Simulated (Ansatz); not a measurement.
CsGeI3 (R3m, No. 160, 5 atoms in the cell; start mp-28377), treated with r²SCAN-D4 in Ansatz (plane waves, PAW).

Numerical settings: plane-wave cutoff 500 eV, 8×8×8 k mesh, gaussian smearing 0.02 eV, scalar-relativistic PAW data made under PBE.

Cell (relaxed at this level):

```yaml
crystal:
  lattice:
    - [4.30658, -4.19298, 0.03414]
    - [4.30658, 4.19298, 0.03414]
    - [-0.27247, 0.00000, 6.00494]
  atoms:
    - { symbol: Cs, position: [0.90827, 0.90827, 0.59413] }
    - { symbol: Ge, position: [0.37472, 0.37472, 0.12771] }
    - { symbol: I, position: [0.41153, 0.41153, 0.58446] }
    - { symbol: I, position: [0.91793, 0.41155, 0.09085] }
    - { symbol: I, position: [0.41155, 0.91793, 0.09085] }
```

Q: Estimate the band gap that the calculation returns.

A: 
* **band gap**: 1.01 eV (on the SCF k mesh)

Note: the relaxation could not lower the start's symmetry, so the cell can be a saddle point above a distorted one.

Spin–orbit coupling is not included; with these elements it can move the gap by several tenths of an eV or more.

Computed values are for the static lattice.

Cost on a shared machine: very roughly 30 core-minutes.

A start named mp-… is a Materials Project structure, which need not be a measured phase.

Ansatz is an electronic-structure program.
